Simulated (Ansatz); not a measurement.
The reference is AlAs in the zinc blende structure (space group F-43m, No. 216; a = 5.675 Å). Axes: x, y, z lie along the cube axes.

Computed with PBEsol (Ansatz, a first-principles code), no SOC.

For the base:

The band gap is 1.34 eV.

One thing is altered: biaxial strain −4.64 %, plane normal [111], relaxed out of plane (Cartesian); in-plane vectors clamped, the third vector and the atoms free.

Problem. Predict the new band gap and ratio −ε⊥/ε∥.

Solution. The band gap falls by 0.53 eV to 0.81 eV; the ratio −ε⊥/ε∥ is 0.57.

Stability against distortions was not tested.
